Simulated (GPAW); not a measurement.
Checking a run of GPAW on MoPdRu2 (P-6m2, 4 atoms in the cell). The aim is a self-consistent single point with DFT PBEsol, plane waves, GPAW PAW datasets PBEsol (made by gpaw-setup).

Cell that was meant: a = 2.7815 Å, b = 2.7815 Å, c = 8.9205 Å, α = 90.00°, β = 90.00°, γ = 120.00°.

Part of the input:

```python
                                [0.000000, 0.000000, 0.500000]],
              pbc=True)

calc = GPAW(mode={'name': 'pw', 'ecut': 150},
            xc='PBEsol',
            kpts=(11, 11, 3),
            occupations={'name': 'fermi-dirac', 'width': 0.136},
```

The program printed (abridged):

```
Input parameters:
  convergence: {density: 1e-05}
  kpts: [11 11  3]
  maxiter: 120
  mode: {ecut: 150,
         name: pw}
  nbands: -8
   [... lines left out ...]
   3 Pd     0.000000    0.000000    4.460228    ( 0.0000,  0.0000,  0.0000)

Unit cell:
           periodic     x           y           z      points  spacing
  1. axis:    yes    2.781473    0.000000    0.000000     8     0.3011
  2. axis:    yes   -1.390736    2.408826    0.000000     8     0.3011
  3. axis:    yes    0.000000    0.000000    8.920455    27     0.3304

  Lengths:   2.781473   2.781473   8.920455
  Angles:   90.000000  90.000000 119.999994

Effective grid spacing dv^(1/3) = 0.3258
     iter     time        total  log10-change:
                         energy   eigst   dens
iter:   1 --:--:--   -39.998945
iter:   2 --:--:--   -33.021920   -1.18  -1.06
iter:   3 --:--:--   -31.458326   -2.40  -1.20
iter:   4 --:--:--   -30.335851   -2.45  -1.25
iter:   5 --:--:--   -28.703233   -1.46  -1.33
iter:   6 --:--:--   -28.602993   -3.15  -1.93
iter:   7 --:--:--   -28.573156   -2.99  -2.02
iter:   8 --:--:--   -28.614118   -3.17  -2.40
iter:   9 --:--:--   -28.563898   -3.33  -2.26
iter:  10 --:--:--   -28.558338   -3.80  -2.57
iter:  11 --:--:--   -28.557761c  -4.83  -3.01
   [... lines left out ...]
iter:  15 --:--:--   -28.557537c  -6.45  -3.58
iter:  16 --:--:--   -28.557537c  -7.13  -3.73
iter:  17 --:--:--   -28.557528c  -6.82  -3.86
iter:  18 --:--:--   -28.557521c  -7.18  -4.08
iter:  19 --:--:--   -28.557517c  -8.40c -4.19
iter:  20 --:--:--   -28.557511c  -8.67c -4.21
iter:  21 --:--:--   -28.557507c  -8.41c -4.24
iter:  22 --:--:--   -28.557517c  -7.91c -4.34
iter:  23 --:--:--   -28.557522c  -8.66c -4.47
iter:  24 --:--:--   -28.557522c  -8.14c -4.62
iter:  25 --:--:--   -28.557521c  -8.50c -4.80
iter:  26 --:--:--   -28.557523c  -9.00c -5.15c
Converged after 26 iterations.

Dipole moment: (6.205168, -3.582555, -0.000000) |e|*Ang

Energy contributions relative to reference atoms: (reference = -493599.388911)

Kinetic:        -71.356593
Potential:      +51.266304
External:        +0.000000
XC:             -12.014831
Entropy (-ST):   -0.304257
Local:           +3.699726
SIC:             +0.000000
--------------------------
Free energy:    -28.709651
Extrapolated:   -28.557523

Showing only first 2 kpts
 Kpt  Band  Eigenvalues  Occupancy
  0    29     10.43699    1.99953
  0    30     10.54918    1.99894
  0    31     10.54934    1.99894
  0    32     11.66953    0.66435

  1    29     10.53292    1.99906
  1    30     10.53332    1.99905
  1    31     10.71719    1.99635
  1    32     11.59445    0.92697

   [... lines left out ...]
Fermi level: 11.57455
No gap
   [... lines left out ...]
Energy (eV): -28.557523

Forces in eV/Ang:
  0 Mo    0.00000    0.00000    0.00000
  1 Ru   -0.00000   -0.00000    0.23398
  2 Ru   -0.00000   -0.00000   -0.23398
  3 Pd   -0.00000   -0.00000    0.00000

Stress tensor:
     0.623675    -0.000000     0.000000
    -0.000000     0.623676     0.000000
     0.000000     0.000000     0.630256
Stress (GPa, Voigt): [ 99.9238  99.9238 100.9781   0.       0.      -0.    ]
```

Task: Is this run sound? If not, what is wrong?

Result: The run is not sound. The fault is a basis or grid far too coarse for these potentials. Far below the cutoff that the potentials were made for, the basis cannot represent the orbitals near the nuclei, and energies, forces and above all the stress go wrong. To fix it, restore the cutoff that the potentials need and check convergence. The run converged in 26 iterations without an error; against the sound input the free energy goes up by 2.11 eV/atom, the pressure goes from -13.12 to -100.3 GPa and the largest force goes from 0.129 to 0.234 eV/Å.

The sound input it was made from differs as follows (other fixes are possible):
```diff
-calc = GPAW(mode={'name': 'pw', 'ecut': 150},
+calc = GPAW(mode={'name': 'pw', 'ecut': 550},
```

With that input, the run converged in 23 iterations: free energy E − TS (from the program's reference atoms) -37.1596 eV; Fermi level (on the code's own zero) 11.48 eV; pressure -13.12 GPa; largest force (vector length) 0.129 eV/Å (DFT PBEsol, plane waves, GPAW PAW datasets PBEsol (made by gpaw-setup)).

On the sound input: the starting cell comes from a database of computed structures (which also holds hypothetical and non-ambient phases and stackings), without a prior relaxation at this level. Its lattice was rescaled by a random factor within 2.5 % of one. Spin polarisation is off. With a pressure of about -13 GPa the cell is away from its equilibrium volume at this level.
